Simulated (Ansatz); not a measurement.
The reference is Ti in the hcp (Mg type) structure (space group P6_3/mmc, No. 194; relaxed with 0.1 eV smearing).

```yaml
crystal:
  lattice:
    - [2.93950, 0.00000, 0.00000]
    - [-1.46975, 2.54568, 0.00000]
    - [0.00000, 0.00000, 4.65386]
  atoms:
    - { symbol: Ti, position: [0.33333, 0.66667, 0.75000] }
    - { symbol: Ti, position: [0.66667, 0.33333, 0.25000] }
```

Cartesian axes are those of the cell as printed.

Level of theory: PBE, PAW, 420 eV (Ansatz, an electronic-structure program; no spin-orbit coupling), earlier PAW set.

Modification: biaxial strain −1.05 %, plane normal [001], relaxed out of plane (Cartesian); in-plane vectors clamped, the third vector and the atoms free.

**Question.** What does the calculation give for the in-plane stress after the change?

**Answer.** The mean in-plane stress (compression positive) amounts to +2.1 GPa.

**Question.** How does this affect the out-of-plane strain?

**Answer.** The out-of-plane strain amounts to +0.87 %.

No phonon test of stability was made. All final runs are without spin polarisation.
